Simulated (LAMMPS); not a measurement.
Atomistic model of a symmetric tilt boundary about [1-10] in HgSe (zinc blende), boundary plane (332) of one grain on (-3-32) of the other.

All values are model results, not measurements: classical force field (static), pair style sw, file CdTeZnSeHgS0.sw, run in LAMMPS.

Starting crystal:

HgSe is modelled in the cubic space group F-43m (No. 216), the zinc blende structure, Pearson symbol cF8. Lattice parameters: a = 6.0840 Å, b = 6.0840 Å, c = 6.0840 Å, α = 90.00°, β = 90.00°, γ = 90.00°. Hg on 4a sees 4 Se at 2.634 Å (tetrahedral). Se on 4d sees 4 Hg at 2.634 Å (tetrahedral). (Neighbours: up to the widest gap in distance over summed covalent radii, below 1.35, at either atom; cation-cation and far metal-metal contacts left out.)

Task: Estimate the largest excess energy of an atom, the boundary energy (lowest found), the excess volume for this model.

Result: largest excess energy of an atom: 0.38 eV; boundary energy (lowest found): 0.413 J/m²; excess volume: 0.18 Å.

Caution: the lowest energy was reached by 1 of 151 starts, so a lower structure may have been missed. Caution: in zinc blende a boundary also has a polarity, which the axes of the two grains fix.
